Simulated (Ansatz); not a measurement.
Spacing of the highest filled and lowest empty level at the zone centre in eight small model glasses of hand-chosen composition and density, fast-quenched (anions pushed apart in CHGNet runs), each at its PBE geometry, by PBE and by r2SCAN (Ansatz, a quantum-chemistry and plane-wave program, plane waves, PAW). The cells are the first eight to finish that balance their formal charges, show no moments and no lower geometry on charging where those were tested, and have a gap at both levels; defect levels can set the spacings.

```json
[
 {"cell": "Hf18O37Ca", "quench by": "CHGNet", "pressure (GPa)": "-0.5", "levels at the gap": "localised at the filled edge", "PBE (eV)": "3.93", "experiment, tabulated (eV)": "-"},
 {"cell": "Hf18O41Nb2", "quench by": "CHGNet", "pressure (GPa)": "0.0", "levels at the gap": "localised at both edges", "PBE (eV)": "2.86", "experiment, tabulated (eV)": "-"},
 {"cell": "Al28O43Ba", "quench by": "CHGNet", "pressure (GPa)": "2.1", "levels at the gap": "localised at the filled edge", "PBE (eV)": "3.39", "experiment, tabulated (eV)": "-"},
 {"cell": "Al28O45B2", "quench by": "CHGNet", "pressure (GPa)": "0.0", "levels at the gap": "localised at the filled edge", "PBE (eV)": "3.18", "experiment, tabulated (eV)": "-"},
 {"cell": "Si24O51B2", "quench by": "CHGNet", "pressure (GPa)": "0.3", "levels at the gap": "localised at the filled edge", "PBE (eV)": "4.99", "experiment, tabulated (eV)": "-"},
 {"cell": "In9Ga9Zn9O38Ti", "quench by": "CHGNet", "pressure (GPa)": "0.1", "levels at the gap": "localised at the filled edge", "PBE (eV)": "0.81", "experiment, tabulated (eV)": "-"},
 {"cell": "Si24O50Ge", "quench by": "CHGNet", "pressure (GPa)": "0.6", "levels at the gap": "localised at the filled edge", "PBE (eV)": "4.43", "experiment, tabulated (eV)": "-"},
 {"cell": "Ti20O41Sr", "quench by": "CHGNet", "pressure (GPa)": "0.0", "levels at the gap": "localised at the empty edge", "PBE (eV)": "2.70", "experiment, tabulated (eV)": "-"}
]
```

### Question
What does r2SCAN give, and how does it move these values against PBE?

### Answer
Hf18O37Ca 4.41, Hf18O41Nb2 3.22, Al28O43Ba 3.96, Al28O45B2 3.79, Si24O51B2 5.69, In9Ga9Zn9O38Ti 1.25, Si24O50Ge 5.18, Ti20O41Sr 3.04 eV. It raises them by +0.34 to +0.74 eV, +0.53 eV on average. A straight line through the eight gives r2SCAN = 1.08 × PBE +0.27 eV, with a scatter of 0.11 eV.
